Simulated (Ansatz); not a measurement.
LiNbN$_{2}$ (Pnma), PBEsol, rigid bands (Ansatz, a first-principles code): N_v = 4.18e20 cm⁻³ at 300 K and a hole conductivity mass of 2.65 mₑ along z (a = (6.07, 0.00, 0.00) Å; b = (0.00, 4.19, 0.00) Å; c = (0.00, 0.00, 7.32) Å).

Task: For 1e17 holes per cm³ at 300 K, place the Fermi level, estimate the Seebeck coefficient of a parabolic band with constant τ, and give mobility and conductivity for τ = 50 fs.

Result: The level lies k_BT ln(N_v/p) = 0.216 eV above the valence-band maximum. S ≈ +(k_B/e)[ln(N_v/p) + 5/2] = 934 μV/K, against 913 μV/K from the full bands (mean over directions). μ = eτ/m = 33.2 cm²/(V·s) and σ = peμ = 0.532 S/cm. τ is assumed, not computed.

Band transport and this doping are assumed; polarons and phonon drag are left out. Spin-orbit coupling is left out; where it splits the top of the valence band, N_v and the p-type Seebeck coefficient come out somewhat high without it.

Computed structure with no diffraction record at hand here (it may be known, metastable or hypothetical): LiNbN2 (Pnma).
